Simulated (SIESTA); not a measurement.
# Convergence study of the k-point mesh for NiAl (P4mm, 2 atoms in the cell)

```yaml
crystal:
  lattice:
    - [2.88133, 0.00000, 0.00000]
    - [0.00000, 2.88133, 0.00000]
    - [0.00000, 0.00000, 2.88133]
  atoms:
    - { symbol: Al, position: [0.50000, 0.50000, 0.51735] }
    - { symbol: Ni, position: [0.00000, 0.00000, 0.00000] }
```

Method of the run: SIESTA with LDA PW92, numerical atomic orbitals DZP, PseudoDojo LDA standard norm-conserving potentials (rewritten from UPF to PSML).

Base settings: XC.functional = LDA; XC.authors = PW92; potentials = PseudoDojo LDA standard; PAO.BasisSize = DZP; PAO.EnergyShift = 0.005 Ry; MeshCutoff = 400 Ry; kgrid.MonkhorstPack = 5 5 5; OccupationFunction = FD; ElectronicTemperature = 1160.45 K; MaxSCFIterations = 150.

Only quantities that move along the ladder and can be compared are tabulated.

The starting cell has typed, rounded lattice constants, without a prior relaxation at this level. Its lattice was rescaled by up to half a per cent. One atom was moved a little off its site on purpose. Spin polarisation is off. Values carry the incompleteness of an atom-centred basis. In the base run, with a pressure of about -9 GPa the cell is away from its equilibrium volume at this level. Without a gap this mesh is coarse (it stands for a supercell whose shortest vector is 14 Å).

```tsv
kgrid.MonkhorstPack	free energy less the last step's (meV/atom)	pressure (GPa)	largest difference of a force vector from the last step's (eV/Å)
2 2 2	41.25	-4.22	0.007
4 4 4	-9.05	-11.06	0.019
5 5 5	16.71	-9.32	0.001
7 7 7	-3.56	-10.03	0.004
9 9 9	2.67	-9.95	0.001
11 11 11	0.96	-9.82	0.000
13 13 13	-0.72	-9.99	0.000
16 16 16	-0.05	-9.95	0.000
18 18 18	0.02	-9.94	0.000
22 22 22	-0.01	-9.94	0.000
27 27 27	0.00	-9.94	0.000
```

Coarsest kgrid.MonkhorstPack that holds the free energy within 5 meV/atom of the last step, with all finer ones: 7 7 7; the step before is off by 17 meV/atom.

Coarsest kgrid.MonkhorstPack that holds the pressure within 0.5 GPa of the last step, with all finer ones: 7 7 7; the step before is off by 0.62 GPa.

Coarsest kgrid.MonkhorstPack that holds the forces within 0.01 eV/Å of the last step, with all finer ones: 5 5 5; the step before is off by 0.019 eV/Å.
